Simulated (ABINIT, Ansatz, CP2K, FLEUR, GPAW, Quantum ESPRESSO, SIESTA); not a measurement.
# Code comparison for Sb (R-3m, 2 atoms in the cell)

Self-consistent single point.

```yaml
crystal:
  lattice:
    - [3.89204, -2.11944, 0.00000]
    - [3.89204, 2.11944, 0.00000]
    - [2.73789, 0.00000, 3.48483]
  atoms:
    - { symbol: Sb, position: [0.23350, 0.23350, 0.23350] }
    - { symbol: Sb, position: [0.76650, 0.76650, 0.76650] }
```

All programs got the same cell, k-point mesh and kind of occupations (in Ansatz's words: kpoints.mp_grid.grid = 8 8 8; scf.occupations.method = fermi_dirac; scf.occupations.width = 0.1 eV); potentials, basis and cutoffs are each program's usual ones.

```json
[
 {"code": "GPAW", "model": "PBE, GPAW PAW datasets PBE (gpaw-data 1.0.1)", "pressure (GPa)": "5.62", "largest force (eV/Å)": "0.444", "k-points": "65", "cutoff": "550 eV"},
 {"code": "SIESTA", "model": "GGA PBE, numerical atomic orbitals TZP, PseudoDojo PBE standard norm-conserving potentials (rewritten from UPF to PSML)", "pressure (GPa)": "6.79", "largest force (eV/Å)": "0.741", "k-points": "296", "cutoff": "grid 400 Ry"},
 {"code": "Ansatz", "model": "PBE, default PAW files", "pressure (GPa)": "6.08", "largest force (eV/Å)": "0.461", "k-points": "65", "cutoff": "default"},
 {"code": "FLEUR", "model": "PBE, all-electron FLAPW (FLEUR), scalar-relativistic valence", "pressure (GPa)": "–", "largest force (eV/Å)": "0.474", "k-points": "65", "cutoff": "Kmax 4 1/bohr"},
 {"code": "Quantum ESPRESSO", "model": "PBE, PSlibrary PAW (PBE) pseudopotentials", "pressure (GPa)": "5.95", "largest force (eV/Å)": "0.494", "k-points": "150", "cutoff": "30 Ry"},
 {"code": "ABINIT", "model": "PBE, PAW (JTH v2.0 PBE PAW)", "pressure (GPa)": "5.98", "largest force (eV/Å)": "0.473", "k-points": "65", "cutoff": "40 Ry"},
 {"code": "CP2K", "model": "PBE, GPW, DZVP-MOLOPT-SR-GTH basis, GTH-PBE potentials (GTH_POTENTIALS)", "pressure (GPa)": "7.11", "largest force (eV/Å)": "0.498", "k-points": "260", "cutoff": "grid 400 Ry"}
]
```

A dash marks a value that a program does not give, or that is left out as unsure.

The spread over the programs that give each value: pressure within 1.49 GPa; largest force within 0.297 eV/Å.

The starting cell has typed, rounded lattice constants, without a prior relaxation at this level. Its lattice was rescaled by a random factor within 2.5 % of one. On Ansatz's run: Spin-orbit coupling is off. In the base run, with a pressure of about 6 GPa the cell is away from its equilibrium volume at this level.

Problem. Why do the programs differ, and what cannot be compared?

Solution. Differences of this kind can come from the potentials, where these differ, and from what each basis and cutoff leave unconverged. The valence holds different numbers of electrons (GPAW 30, SIESTA 30, Ansatz (an electronic-structure program) 30, FLEUR 30, Quantum ESPRESSO 10, ABINIT 30, CP2K 10). The zero of total energies and Fermi levels follows the potentials and each program's conventions, so they are not compared here. SIESTA and CP2K use small atom-centred bases, whose incompleteness enters pressures, forces and empty levels differently from a plane-wave cutoff. FLEUR treats all electrons, but the usual bases taken here (sphere radii, linearisation, local orbitals, empty states) were not tested for convergence, so the values are no reference for the others. Ansatz's pressure is given at a fixed set of plane waves, as the other plane-wave codes print theirs; with its correction for the finite basis it is 6.11 GPa. The programs reduce the same mesh by symmetry to different extents, which changes the work and not the result. In the pressure, CP2K (by 1.15) lies more than 1 GPa from the median of the plane-wave programs. In the force vectors, SIESTA (by 0.274) lies more than 0.08 eV/Å from the median of the plane-wave programs.

Left out of this page: Elk (not drawn, or without a comparable value).

Keys are those of Ansatz 0.2.
